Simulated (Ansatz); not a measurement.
Here is the system:

Host crystal: wurtzite ZnO, with a band gap (PBE, scalar-relativistic without spin-orbit coupling).

End structure of NH3 on the 1x1 (10-10) surface of wurtzite ZnO (cut with top plane O + Zn), one in a 2x1 cell, started at the site 'over O at depth 0.9 Å':

```
CELL_PARAMETERS angstrom
      6.55898     0.00000     0.00000
      0.00000     5.29379     0.00000
      0.00000     0.00000    28.50000
ATOMIC_POSITIONS crystal
  O  0.25000 0.37743 0.33452
  O  0.75000 0.37743 0.33452
  Zn 0.25000 0.03125 0.34633
  Zn 0.75000 0.03125 0.34633
  O  0.00000 0.87215 0.36753
  O  0.50000 0.87215 0.36753
  Zn 0.00000 0.49479 0.36289
  Zn 0.50000 0.49479 0.36289
  O  0.00000 0.37176 0.43285
  O  0.50000 0.37176 0.43285
  Zn 0.00000 0.99599 0.43628
  Zn 0.50000 0.99599 0.43628
  O  0.25000 0.87015 0.46746
  O  0.75000 0.87015 0.46746
  Zn 0.25000 0.49048 0.46515
  Zn 0.75000 0.49048 0.46515
  O  0.24985 0.37195 0.53282
  O  0.74997 0.36963 0.53215
  Zn 0.24990 0.99251 0.53454
  Zn 0.75000 0.99088 0.53447
  O  0.99975 0.87149 0.56700
  O  0.50009 0.87143 0.56695
  Zn 0.99685 0.49362 0.56466
  Zn 0.50293 0.49356 0.56461
  O  0.99622 0.37280 0.63249
  O  0.50331 0.37265 0.63240
  Zn 0.99951 0.99210 0.63534
  Zn 0.50022 0.99199 0.63527
  O  0.24989 0.87527 0.66586
  O  0.74983 0.87582 0.66707
  Zn 0.24990 0.52969 0.65074
  Zn 0.74975 0.51309 0.66611
  N  0.74863 0.28451 0.72589
  H  0.87348 0.30085 0.74708
  H  0.62212 0.30051 0.74655
  H  0.74929 0.10234 0.71018
```

Model: 36-atom slab, 9.4 Å thick at the start under the adsorbate (thin: gaps and levels are the slab's own), 3x4x1 mesh, Fermi-Dirac 0.01 eV, dipole correction, single point; no symmetry held, on the structure that PBE left; no spin, no spin-orbit, no U, no dispersion correction. At the end it is bonded to Zn. In PBE it is, or lies within 0.03 eV of, the lowest of the starts that converged; the order may differ at this level.

A negative adsorption energy means that the adsorbate is more stable on the surface than in its reference.

Problem. Give the adsorption energy against NH3(g) at the same level at the level Ansatz (a first-principles code) with r2SCAN, at the PBE geometry.

Solution. -1.17 eV

Problem. Give the change of the step from the bottom to the top vacuum level, against the clean slab at the level r2SCAN, at the PBE geometry.

Solution. -2.11 eV
